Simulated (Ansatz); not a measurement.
The parent structure is TiSi₂ (space group Fddd, No. 70; a = 4.806 Å, b = 8.265 Å, c = 8.565 Å).

The values are results of Kohn–Sham DFT with the PBE functional, run in Ansatz (an electronic-structure program) with PAW and 420 eV plane waves, no spin-orbit coupling, not measurements.

One change was made to it. Results:

```tsv
quantity	base	after
shortest interatomic distance	253.5 pm	229.2 pm
density	4.06 g/cm³	5.74 g/cm³
band gap	zero	zero
```

Question: Which change produced these results?
A. pressure 15 GPa
B. pressure 7 GPa
C. pressure 100 GPa

Answer: C, pressure 100 GPa. For comparison, the shortest interatomic distance in the other runs: pressure 7 GPa gives 250.3 pm; pressure 15 GPa gives 247.2 pm.

Load acts through the strain it causes; cell and atoms are relaxed under it. Stability against distortions was not tested. No other phases were tried under pressure. The final runs are not spin-polarised.
